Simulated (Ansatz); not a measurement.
## Band edges of wurtzite SiC (P6_3mc) under biaxial stress in the basal plane

Cell and atoms are relaxed with PBEsol to each stress (compression positive); bands and masses by r2SCAN with spin-orbit coupling, rigid bands (plane waves, PAW; Ansatz, a first-principles code). Strains are changes of length against the unloaded cell.

CSi is taken in the hexagonal space group P6₃mc (No. 186), the wurtzite structure, Pearson symbol hP4. Cell: a = b = 3.0760 Å, c = 5.0478 Å, α = β = 90.00°, γ = 120.00°. Si on 2b is surrounded by 4 C at 1.883–1.897 Å (tetrahedral). C on 2b is coordinated by 4 Si at 1.883–1.897 Å (tetrahedral). (Neighbours: up to the widest gap in distance over summed covalent radii, below 1.35, at either atom.)

```tsv
stress (GPa)	strain c (%)	strain basal x (%)	gap (eV)	mₑ* c	mₑ* basal x	mₕ* c	mₕ* basal x
-20.00	-0.75	3.92	2.558	0.97	0.24	0.28	1.40
-15.00	-0.55	2.80	2.755	0.79	0.25	0.28	1.48
-10.00	-0.36	1.79	2.773	0.26	0.44	0.35	1.51
-5.00	-0.18	0.86	2.752	0.26	0.44	0.97	1.36
0	0	0	2.650	0.26	0.43	1.43	1.15
5.00	0.17	-0.80	2.545	0.26	0.43	1.49	1.09
10.00	0.34	-1.56	2.441	0.26	0.43	1.54	1.07
15.00	0.51	-2.28	2.334	0.26	0.42	1.58	1.06
```

c is the normal of the loaded plane; basal y strains as basal x. Masses are conductivity masses at 300 K in electron masses.

### Question
From the two loads next to zero, find the biaxial modulus and the ratio of out-of-plane to in-plane strain.

### Answer
Between -5.00 and 5.00 GPa the strain along basal x changes by -1.66 % and that along c by 0.35 %. The modulus is 10.00/0.0166 = 600 GPa and the ratio of the strains 0.21 (PBEsol, atoms relaxed).

### Question
Is the response still linear at the largest tension?

### Answer
The modulus predicts 3.32 % at -20.00 GPa; the table has 3.92 %, so the crystal is softer there.

### Question
How fast does the gap move on either side of zero load?

### Answer
Under tension, (2.752 − 2.650) eV over -5.00 GPa = -20 meV/GPa, or about 12 eV per unit strain; under compression, (2.545 − 2.650) eV over 5.00 GPa = -21 meV/GPa, or about 13 eV per unit strain. The two slopes part by 1 meV/GPa; gaps are resolved to about 0.01 eV, which allows 4 meV/GPa, so these rows don't tell them apart.

### Question
Take the carrier density and the relaxation time as fixed, so that ρ ∝ m*. What gauge factor (Δρ/ρ)/ε follows for current along basal x at the loads next to zero?

### Answer
holes at -5.00 GPa: (1.36/1.15 − 1)/0.0086 ≈ 21. These are means over a finite load; the small-strain gauge factor differs, most where the load has already emptied the upper valleys or bands. Carriers and loads whose mass moves by under 12 % aren't resolved and aren't listed. The change of shape, which adds a term of order 1 to 2, and that of the scattering between valleys or bands are left out.

Masses are those of dilute carriers in rigid bands with one relaxation time, without polarons. Third decimals of gaps are kept for the arithmetic. Every relaxation keeps the wurtzite phase (space group P6_3mc under this load), so a transition, a distortion that breaks the symmetry or fracture can't show.
